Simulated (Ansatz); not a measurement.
ZnS in the zinc blende structure (space group F-43m, No. 216)

```xyz
2
Lattice="0.0000 2.6484 2.6484 2.6484 0.0000 2.6484 2.6484 2.6484 0.0000" Properties=species:S:1:pos:R:3 pbc="T T T"
Zn     0.0000     0.0000     0.0000
S      3.9726     3.9726     3.9726
```

Computed with LDA (Ansatz, a quantum-chemistry and plane-wave program), scalar-relativistic without spin-orbit coupling. k-mesh 11×11×11 (Γ-centred); smearing 0.05 eV (Fermi–Dirac).

| Quantity | Result |
|---|---|
| Volume per atom | 18.58 Å³ |
| Density | 4.36 g/cm³ |
| Band gap | 2.13 eV, direct at Γ |
| Electron mass | 0.17 mₑ |
| Hole mass (degenerate bands, along [100]) | 0.18, 0.63, 0.63 mₑ |
| Lowest conduction-band minima above the VBM | Γ 2.13 eV; X along ⟨100⟩ 3.05 eV; L along ⟨111⟩ 3.20 eV |
| Total energy | -2058.720 eV/atom (σ→0; compares only within this code and set-up) |

Effective masses come from finite differences of ±0.01 Å⁻¹. Gaps are read on the SCF mesh and a high-symmetry path. Whether these cells are dynamically stable was not tested.
